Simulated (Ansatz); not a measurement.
**Defect calculation: N on the Te site + 1 H in zinc-blende CdTe**

All values below come from PBE, PAW (plane waves to 420 eV; Ansatz, a quantum-chemistry and plane-wave program). Details: 64-site cell; 2×2×2 shifted k-points; start: the Te site; H at the bond centre; no spin–orbit coupling; not converged in cell size.

Neighbours after relaxation, in Å: of the N atom: H 1.03, Cd 2.23, Cd 2.23, Cd 2.23; of the H atom: N 1.03, Cd 2.67, Cd 2.67, Cd 2.67, Cd 3.07.

The name describes the start; the neighbours show where the atoms ended.

```csv
charge,moment (μB),largest move off a lattice site (Å)
0,not spin-polarised,0.78
```

No other site or start that was run ended lower by more than 0.1 eV.
